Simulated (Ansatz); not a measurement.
Softest phonon (cm⁻¹; i marks imaginary) of LiF in the rock salt structure at the wave vectors of a 3×3×3 supercell: harmonic, and from the free-energy Hessian of the stochastic self-consistent harmonic approximation. Ansatz (a first-principles code), plane waves, PAW; each cell fixed at the static size of its functional, times the isotropic strain in length where given.  Melting and other phases are not modelled, and a real frequency shows local stability alone: a distorted phase can still lie lower.

```tsv
run	V (Å³/atom)	harmonic	300 K	600 K
LDA	7.47	193	191 ± 0.4	189 ± 0.5
PBEsol	8.05	(withheld)	(withheld)	171 ± 0.6
```

Task: What belongs in the gaps?

Result: 
- PBEsol, harmonic: 174
- PBEsol, 300 K: 173 ± 0.4
